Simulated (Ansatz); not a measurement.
Subject: the energy of the reaction as written. Reaction: cell B → cell A. Negative: the products are lower in energy.

Cell A: a sheet of composition Si2C4, 6 atoms, square cell of 4.69 Å (22.0 Å²), symmetry P4/mbm, 0.0 Å thick under 16 Å of vacuum, in-plane vectors relaxed; planes from bottom to top: Si2C4, all atoms in one plane; a model cell; spin state with PBE: run without spin, k-point mesh 8×8×1.
```xyz
6
Lattice="4.6936 0.0000 0.0000 0.0000 4.6936 0.0000 0.0000 0.0000 16.0000" Properties=species:S:1:pos:R:3 pbc="T T T"
Si     0.0000     0.0000     8.0000
Si     2.3468     2.3468     8.0000
C      0.4741     2.8209     8.0000
C      4.2194     1.8726     8.0000
C      2.8209     4.2194     8.0000
C      1.8726     0.4741     8.0000
```

Cell B: a sheet of composition Si2C4, 6 atoms, square cell of 4.41 Å (19.4 Å²), symmetry P-42₁m, 1.3 Å thick under 16 Å of vacuum, in-plane vectors relaxed; planes from bottom to top: C2 | Si2 | C2; a model cell; spin state with PBE: run without spin, k-point mesh 8×8×1.
```xyz
6
Lattice="4.4099 0.0000 0.0000 0.0000 4.4099 0.0000 0.0000 0.0000 17.3400" Properties=species:S:1:pos:R:3 pbc="T T T"
Si     0.0000     0.0000     8.6700
Si     2.2049     2.2049     8.6700
C      0.4809     2.6858     9.3317
C      3.9290     1.7241     9.3317
C      2.6858     3.9290     8.0083
C      1.7241     0.4809     8.0083
```

Plane-wave PAW calculations with Ansatz (a first-principles code), its default PAW set, cutoff 420 eV, 500 eV for r2SCAN. The structures are at rest with PBE; other levels are single points on them. Neutral cells; Fermi-Dirac smearing of at most 0.05 eV in the solids, energies taken to zero width. The lattices are those relaxed with PBE, so at other levels the solids can be strained, which adds to the spread. A dispersion term (D3(BJ), or D4 for r2SCAN) was computed beside these levels and is taken off wherever the name lacks it. Nuclei at rest; no vibrational terms. No structure search was made; lower ones may exist. The cells' k-point meshes differ in density, so the last digit is unsettled. Cell A has symmetry P4/mbm and got no random move, so less symmetric positions, which may lie lower, weren't tried. Cell B has symmetry P-42₁m and got no random move, so less symmetric positions, which may lie lower, weren't tried.

Q: What is the computed value (PBE)?

A: 1.91 eV, for cell B → cell A.

Q: List the value at the remaining levels and say how far they part.

A: 
```tsv
Functional	value (eV)	less PBE
r2SCAN	2.07	0.16
```

The levels span 0.16 eV, from PBE (1.91) to r2SCAN (2.07).
